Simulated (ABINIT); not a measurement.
Input and output of a self-consistent single point for Ta (Im-3m, 1 atom in the cell) (ABINIT).

Method of the run: PBE, norm-conserving pseudopotentials (PseudoDojo nc-sr-05 PBE standard) (plane waves; ABINIT 10.0.3).

The change in words: lattice scaled by 0.98; ngkpt: 10 10 10 → 18 18 18. Reference geometry:
```
CELL_PARAMETERS angstrom
     -1.65825     1.65825     1.65825
      1.65825    -1.65825     1.65825
      1.65825     1.65825    -1.65825
ATOMIC_POSITIONS crystal
  Ta 0.00000 0.00000 0.00000
```

Reference input (self-consistent single point, DFT, PBE, plane waves, norm-conserving pseudopotentials (PseudoDojo nc-sr-05 PBE standard)): pseudos = [Ta.upf]; ecut = 29 Ha; occopt = 7; tsmear = 0.00367493 Ha; ngkpt = 10 10 10; nshiftk = 1; shiftk = 0 0 0; potentials = PseudoDojo nc-sr-05 PBE standard; nband = 12; kptopt = 1; nstep = 80; tolvrs = 1e-10. This run's input differs from it in these lines:

```diff
@@ -5,5 +5,5 @@
 rprim
-        -3.1336383462    3.1336383462    3.1336383462
-         3.1336383462   -3.1336383462    3.1336383462
-         3.1336383462    3.1336383462   -3.1336383462
+        -3.0709655792    3.0709655792    3.0709655792
+         3.0709655792   -3.0709655792    3.0709655792
+         3.0709655792    3.0709655792   -3.0709655792
 natom 1
@@ -18,3 +18,3 @@
 kptopt 1
-ngkpt 10 10 10
+ngkpt 18 18 18
 nshiftk 1
```

Output (repeated stretches shortened):

```
--- !BeginCycle
solver: {iscf: 7, nstep: 80, nline: 4, wfoptalg: 0, }
tolerances: {tolvrs: 1.00E-10, }
...

     iter   Etot(hartree)      deltaE(h)  residm     vres2
 ETOT  1  -65.083644742451    -6.508E+01 2.167E-01 1.219E+01
 ETOT  2  -65.101875818091    -1.823E-02 4.522E-02 8.343E-01
 ETOT  3  -65.102094591547    -2.188E-04 9.961E-03 8.382E-04
 ETOT  4  -65.102094821262    -2.297E-07 5.213E-03 6.353E-06
 ETOT  5  -65.102094822891    -1.629E-09 3.039E-03 3.890E-08
 ETOT  6  -65.102094822898    -7.020E-12 1.292E-03 1.570E-11
 At SCF step    6       vres2   =  1.57E-11 < tolvrs=  1.00E-10 =>converged.

 Cartesian components of stress tensor (hartree/bohr^3)
  sigma(1 1)= -4.62010195E-04  sigma(3 2)=  0.00000000E+00
  sigma(2 2)= -4.62010195E-04  sigma(3 1)=  0.00000000E+00
  sigma(3 3)= -4.62010195E-04  sigma(2 1)=  0.00000000E+00

 ----iterations are completed or convergence reached----

 reduced coordinates (array xred) for    1 atoms
       0.000000000000      0.000000000000      0.000000000000
 cartesian forces (eV/Angstrom) at end:
    1     -0.00000000000000    -0.00000000000000    -0.00000000000000
 frms,max,avg= 0.0000000E+00 0.0000000E+00   0.000E+00  0.000E+00  0.000E+00 e/A
 length scales=  1.000000000000  1.000000000000  1.000000000000 bohr
              =  0.529177208590  0.529177208590  0.529177208590 angstroms
   [... lines left out ...]
 Fermi (or HOMO) energy (eV) =  14.39807   Average Vxc (eV)= -13.36827
   [... lines left out ...]
total_energy        : -6.51020948228979E+01
total_energy_eV     : -1.77151809231599E+03
band_energy         : -5.82225056879546E+00
...

-Cartesian components of stress tensor (GPa)         [Pressure=  1.3593E+01 GPa]
- sigma(1 1)= -1.35928069E+01  sigma(3 2)=  0.00000000E+00
- sigma(2 2)= -1.35928069E+01  sigma(3 1)=  0.00000000E+00
- sigma(3 3)= -1.35928069E+01  sigma(2 1)=  0.00000000E+00

 Calculation completed.
```

The run converged in 6 iterations. Against the reference run the free energy rises by 43.9 meV/atom and the pressure goes from 1.89 to 13.59 GPa.

The starting cell has typed, rounded lattice constants, without a prior relaxation at this level. Its lattice was rescaled by up to half a per cent. For this run, on top of that: lattice scaled by 0.98. Spin polarisation is off. With a pressure of about 14 GPa the cell is away from its equilibrium volume at this level.

Cost on one core of a shared machine: roughly 2 min.
